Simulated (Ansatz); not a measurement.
An Ansatz (a program for electronic structure) run: a single point on Ba2TiO4, its geometry relaxed with r2SCAN+rVV10; plane-wave PAW DFT at the HSE06 level (Ansatz, 420 eV), no spin-orbit coupling.

Input:

Ansatz 0.2 input:
```yaml
crystal:
  lattice:
    - [3.9277367633, 0, 0]
    - [0, 3.9277367633, 0]
    - [0, 0, 8.5440585952]
  atoms:
    - { symbol: Ba, position: [0, 0, 0.7297017744] }
    - { symbol: Ba, position: [0, 0, 0.2702982256] }
    - { symbol: Ti, position: [0.5, 0.5, 0.5] }
    - { symbol: O, position: [0, 0.5, 0.5] }
    - { symbol: O, position: [0.5, 0, 0.5] }
    - { symbol: O, position: [0.5, 0.5, 0.7300521287] }
    - { symbol: O, position: [0.5, 0.5, 0.2699478713] }
basis: { ecutwfc: 420, ecutrho_ratio: 4, xc_grid: 2, fft_grid_basis: typed }
kpoints: { mp_grid: { grid: [6, 6, 4] } }
hamiltonian:
  xc: hse06
  dispersion: none
  pseudopotentials: { kind: paw }
scf: { occupations: { method: fermi_dirac, width: 0.01 } }
output: { eigenvalues: true, eigenstates: { kpoints: [[0, 0.25, 0], [0, 0, 0], [0, 0, 0.5], [0, 0.5, 0.5]] } }
```

Output (explanatory and most iteration lines left out):

```
Pseudopotential: Ba, paw, valence charge 10
Pseudopotential: Ti, paw, valence charge 12
Pseudopotential: O, paw, valence charge 6
Crystal: 7 atoms, lattice volume = 131.810 Å³
Basis set: ecut = 420 eV, 2597 PW (Γ), exchange–correlation on 54×54×120 points (8 copies of the dense FFT grid, shifted against one another)
Bands: 35, of which v1, the nominal top of the filled ones, is band 28 counted from 1 (27 counted from 0)
Symmetry: 16 space group operations
Space group: P4/mmm (ITA 123), of the structure as read, at distance tolerance 5.1e-5 Å
k-points: 30 of 144
Functional: x = pbe(κ = 0.804, μ = 0.2195149727645171), c = pbe(β = 0.06672455060314922), warm-up for x = pbe(κ = 0.804, μ = 0.2195149727645171) + 0.25 (exact …
SCF iter   1: F=—  HF=-16678.725658 eV  |F-HF|=—  |Δ(HF+E_count)|=         —  Δρ=2.66e-3  dr2=2.40e-2  ethr=1.77e-3  ⟨swp⟩=16.3  Hψ=5727  notcnv=3
SCF iter   2: F=—  HF=-16678.732113 eV  |F-HF|=—  |Δ(HF+E_count)|=   6.46e-3  Δρ=3.36e-3  dr2=1.55e-2  ethr=4.28e-5  ⟨swp⟩=7.3  Hψ=3874  notcnv=0  defer=32
SCF 1 stopped early in 5 iterations: F = -16678.730667 eV  dr2 = 5.08e-5
Crystal: 7 atoms, lattice volume = 131.810 Å³
Functional: x = pbe(κ = 0.804, μ = 0.2195149727645171) + 0.25 (exact − pbe) at short range (hse, ω = 0.20786987370883472 Å⁻¹), c = pbe(β = 0.06672455060314922); HSE06 as pw.x's `hse` composes it (authors' and Libxc's form: `xc: wpbeh`)
SCF iter   1: F=—  HF=-16687.397435 eV  |F-HF|=—  |Δ(HF+E_count)|=         —  Δρ=1.89e-2  dr2=7.31e-1  ethr=9.07e-7  ⟨swp⟩=12.7  Hψ=6741  notcnv=0
SCF iter   2: F=—  HF=-16687.342208 eV  |F-HF|=—  |Δ(HF+E_count)|=   5.52e-2  Δρ=2.05e-2  dr2=6.75e-1  ethr=9.07e-7  ⟨swp⟩=10.5  Hψ=6352  notcnv=0  defer=27
SCF 2 stopped early in 7 iterations: F = -16687.240648 eV  dr2 = 8.04e-6
Crystal: 7 atoms, lattice volume = 131.810 Å³
SCF iter   1: F=—  HF=-16687.239779 eV  |F-HF|=—  |Δ(HF+E_count)|=         —  Δρ=1.05e-4  dr2=1.42e-5  ethr=1.01e-6  ⟨swp⟩=5.3  Hψ=2419  notcnv=0
SCF iter   2: F=—  HF=-16687.239779 eV  |F-HF|=—  |Δ(HF+E_count)|=   6.64e-7  Δρ=2.84e-5  dr2=9.40e-7  ethr=1.01e-9  ⟨swp⟩=4.6  Hψ=5400  notcnv=0  defer=2
SCF 3 converged in 5 iterations: F = -16687.239781 eV  dr2 = 1.46e-8
Free energy (F): -16687.239780 eV
Internal energy: -16687.239780 eV  (E = F + TS)
E sigma→0 (E₀):  -16687.239780 eV
Fermi energy:    7.993320 eV
```

Single points use the geometry relaxed with r2SCAN+rVV10. The hybrid gap comes from the SCF mesh plus the semilocal run's edge points and a few special points and is an upper bound. Whether these cells are dynamically stable was not tested. The final runs are not spin-polarised. The cell is Ba2TiO4 (space group P4/mmm, No. 123; a cell from a computed database, its experimental status unchecked).
